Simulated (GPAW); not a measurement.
A worked fit of the pressure against the volume, with one run withheld: ZnS (P6_3mc, 8 atoms in the cell)

```yaml
crystal:
  lattice:
    - [3.80895, 0.00000, 0.00000]
    - [-1.90447, 3.29865, 0.00000]
    - [0.00000, 0.00000, 12.45260]
  atoms:
    - { symbol: Zn, position: [0.66667, 0.33333, 0.74993] }
    - { symbol: Zn, position: [0.33333, 0.66667, 0.24993] }
    - { symbol: Zn, position: [0.00000, 0.00000, 0.50000] }
    - { symbol: Zn, position: [0.00000, 0.00000, 0.00000] }
    - { symbol: S, position: [0.66667, 0.33333, 0.93773] }
    - { symbol: S, position: [0.33333, 0.66667, 0.43773] }
    - { symbol: S, position: [0.00000, 0.00000, 0.68734] }
    - { symbol: S, position: [0.00000, 0.00000, 0.18734] }
```

Method of the run: PBE, GPAW PAW datasets PBE (gpaw-data 1.0.1) (plane waves; GPAW).

Base settings: mode = pw; ecut = 800 eV; xc = PBE; kpts = 5 5 2; mesh shift (steps) = 0.5 0.5 0.5; occupations.name = methfessel-paxton; occupations.width = 0.01 eV; occupations.order = 0; nbands = -8; convergence.forces = 0.001 eV/Å.

The starting cell comes from a database of computed structures (which also holds hypothetical and non-ambient phases and stackings), without a prior relaxation at this level.

Murnaghan's equation with B′ set to 4 (a common value, assumed and not fitted) makes the pressure a straight line in x = (V₁/V)⁴, here with V₁ = 19.557 Å³/atom: P = a + b·x. The rows are the cell shown with its lattice scaled (for instance lattice scaled by 0.97, lattice scaled by 0.985, lattice scaled by 1.015, lattice scaled by 1.03); fractional positions and shape were held. Pulay stress at this cutoff, if any, shifts all pressures roughly alike and V₀ with them.

```
volume (Å³/atom)  (V₁/V)⁴  pressure (GPa)
----------------  -------  --------------
21.371             0.7013           -3.53
20.451             0.8363               ?
19.557             1.0000            2.35
18.690             1.1989            6.35
17.850             1.4410           11.27
```

Question: Fit the line to the 4 rows given and predict the withheld one.

Answer: Means: x̄ = 1.0853, ȳ = 4.1100. Σ(x − x̄)(y − ȳ) = 5.885 and Σ(x − x̄)² = 0.2942, so b = 20.01 and a = ȳ − b·x̄ = -17.607; P = 0 at x₀ = −a/b = 0.8799, so V₀ = V₁·x₀^(−1/4) = 20.19 Å³/atom and B₀ = 4·b·x₀ = 70 GPa (for B′ = 4 and held positions). The largest residual of the fitted rows is 0.053. At x = 0.8363 the line gives -0.87 GPa. The run gave -0.91 GPa, a miss of 0.04 GPa. The rows were chosen because the form fits them, the withheld one included, so this shows the method and is no test of the form.

Left out of this page: 5 runs of the series outside the window shown, repeating another row's setting, or not comparable.
